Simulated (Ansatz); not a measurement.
Response to strain in Ge

The reference is Ge (space group I4_1/amd, No. 141; a = 5.1167 Å, c = 2.8052 Å; a cell from a computed database, its experimental status unchecked; relaxed with 0.1 eV smearing). Axes: x, y, z lie along a, b, c of the conventional cell.

Strains are applied to the cell and any free atomic positions relax; under biaxial strain the out-of-plane vector relaxes too.

Method: DFT with PBEsol, PAW potentials and a 420 eV plane-wave cutoff in Ansatz (a program for electronic structure), spin-orbit coupling left out.

Notes on the quantities. pressure: mean of the normal stresses, compression positive; energy relative to the base: free energy F.

| variant | pressure | energy relative to the base | space group | volume per atom |
|---|---|---|---|---|
| base | 0.0 GPa | 0 meV/atom | I4_1/amd (No. 141) | 18.36 Å³ |
| biaxial strain −2.16 %, plane normal [001], relaxed out of plane | 2.3 GPa | +8.3 meV/atom | I4_1/amd (No. 141) | 17.93 Å³ |
| isotropic strain −2.56 % | 7.3 GPa | +29 meV/atom | I4_1/amd (No. 141) | 16.99 Å³ |
| isotropic strain −2.22 % | 6.2 GPa | +22 meV/atom | I4_1/amd (No. 141) | 17.16 Å³ |
| isotropic strain −0.39 % | 0.9 GPa | +0.6 meV/atom | I4_1/amd (No. 141) | 18.15 Å³ |
| uniaxial strain ε_xx = +2.42 % | -1.8 GPa | +4.3 meV/atom | Imma (No. 74) | 18.80 Å³ |

A biaxial case was relaxed in a doubled cell and then solved in the primitive one. Whether these cells are dynamically stable was not tested. This is not the structure that Ge has at room temperature and ambient pressure.
